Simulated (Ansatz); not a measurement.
The parent structure is BN in the wurtzite structure (space group P6_3mc, No. 186; a = 2.541 Å, c = 4.203 Å).

Structures relaxed with Kohn–Sham DFT with the PBEsol functional, run in Ansatz (a quantum-chemistry and plane-wave program) with PAW and 420 eV plane waves, spin-orbit coupling left out.

Base:

Simulated powder pattern, Cu Kα1, λ = 1.54056 Å (kinematic, ideal powder, no thermal factors, no anomalous dispersion; the 10 strongest lines at most, above 2 %, up to 2θ = 90°):

```
2θ (°)  I/Imax (%)    hkl
------  ----------  -----
40.98          100  (100)
43.00           59  (002)
46.55           75  (101)
60.90           23  (102)
74.64           42  (110)
81.35           42  (103)
88.87          6.6  (200)
```

The change: a hydrostatic pressure of 22.5 GPa.

Question: How do the reflections move or split?

Answer: 
Simulated powder pattern, Cu Kα1, λ = 1.54056 Å (kinematic, ideal powder, no thermal factors, no anomalous dispersion; the 10 strongest lines at most, above 2 %, up to 2θ = 90°):

```
2θ (°)  I/Imax (%)    hkl
------  ----------  -----
41.75          100  (100)
43.79           59  (002)
47.43           75  (101)
62.10           22  (102)
76.22           42  (110)
83.10           43  (103)
```

The indices refer to the base's conventional cell; one index is shown for lines that coincide.

Load acts through the strain it causes; cell and atoms are relaxed under it. Whether these cells are dynamically stable was not tested. No other phases were tried under pressure.
